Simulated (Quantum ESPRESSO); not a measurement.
Quantum ESPRESSO is run on CaMg (Amm2, 6 atoms in the cell), and the run fails. The aim is a self-consistent single point with DFT, PBEsol, plane waves, GBRV 1.5 ultrasoft (PBESOL) pseudopotentials.

Input as run:

```fortran
&CONTROL
 calculation = 'scf'
 prefix = 'pwscf'
 outdir = './out'
 pseudo_dir = './'
 tprnfor = .true.
 tstress = .true.
/
&SYSTEM
 ibrav = 0
 nat = 6
 ntyp = 2
 ecutwfc = 40
 ecutrho = 200
 occupations = 'smearing'
 smearing = 'cold'
 degauss = 0.0147
&ELECTRONS
 conv_thr = 1.0d-10
/
ATOMIC_SPECIES
Ca    40.0780  ca_pbesol_v1.uspp.F.UPF
Mg    24.3050  mg_pbesol_v1.4.uspp.F.UPF
ATOMIC_POSITIONS {crystal}
Ca    0.0000000000    0.6904000000    0.6904000000
Ca    0.5000000000    0.8582400000    0.8582400000
Ca    0.5000000000    0.5429600000    0.5429600000
Mg    0.0000000000    0.0088600000    0.0088600000
Mg    0.0000000000    0.3624700000    0.3624700000
Mg    0.5000000000    0.2037500000    0.2037500000
K_POINTS {automatic}
3 5 5  0 0 0
CELL_PARAMETERS {angstrom}
   5.8249220000     0.0000000000     0.0000000000
   0.0000000000     1.9770030000     8.8073260000
   0.0000000000    -1.9770030000     8.8073260000
```

Output (repeated stretches shortened):

```
     This program is part of the open-source Quantum ESPRESSO suite
     for quantum simulation of materials; please cite

 %%%%%%%%%%%%%%%%%%%%%%%%%%%%%%%%%%%%%%%%%%%%%%%%%%%%%%%%%%%%%%%%%%%%%%%%%%%%%%
     Error in routine  read_namelists (1):
      bad line in namelist &system: "&ELECTRONS" (error could be in the previous line)
 %%%%%%%%%%%%%%%%%%%%%%%%%%%%%%%%%%%%%%%%%%%%%%%%%%%%%%%%%%%%%%%%%%%%%%%%%%%%%%

     stopping ...
```

### Question
From the messages shown, name the fault and mend the input.

### Answer
The fault is a namelist without its closing slash. The reader runs on into the next namelist. To fix it, close the namelist. The program stopped before any SCF iteration.

The sound input it was made from differs as follows (other fixes are possible):
```diff
+/
```

With that input, the run converged in 13 iterations: free energy E − TS -8162.0392 eV; Fermi level (on the code's own zero) 4.65 eV; pressure -2.22 GPa; largest force (vector length) 0.048 eV/Å (DFT, PBEsol, plane waves, GBRV 1.5 ultrasoft (PBESOL) pseudopotentials).

On the sound input: the starting cell comes from a database of computed structures (which also holds hypothetical and non-ambient phases and stackings), without a prior relaxation at this level. Its lattice was rescaled by a random factor within 2.5 % of one. Without a gap this mesh is coarse (it stands for a supercell whose shortest vector is 17 Å).
